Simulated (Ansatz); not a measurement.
# A computed series for CdS: response to strain

Take CdS in the zinc blende structure (space group F-43m, No. 216) as the base.

CdS has the cubic space group F-43m (No. 216), the zinc blende structure, Pearson symbol cF8. Cell: a = b = c = 5.8777 Å, α = β = γ = 90.00°. Cd on 4a is surrounded by 4 S at 2.545 Å (tetrahedral). S on 4d has 4 Cd at 2.545 Å (tetrahedral). (Neighbours: up to the widest gap in distance over summed covalent radii, below 1.35, at either atom; cation-cation and far metal-metal contacts left out.)
(The calculation used a cell of 2 atoms; values per cell refer to that cell.)

Strains are applied to the cell and any free atomic positions relax.

The values are results of r2SCAN (Ansatz, an electronic-structure program, PAW, no spin-orbit coupling), not measurements.

Notes on the quantities. energy relative to the base: free energy F.

```tsv
isotropic strain (%)	energy relative to the base (meV/atom)
0	0.0
0.5	?
1	4.2
1.5	9.2
2	16.1
2.5	24.7
3	35.0
```

Question: Fit ΔE = Aε² + Bε³ (ε in %) to the rows shown and predict the withheld row.

Answer: Least squares on the printed values gives A = 4.30 and B = -0.14 meV/atom (largest residual 0.0 meV/atom); this predicts 1.1 meV/atom, and the run gives 1.1 meV/atom, in agreement.

No phonon test of stability was made.
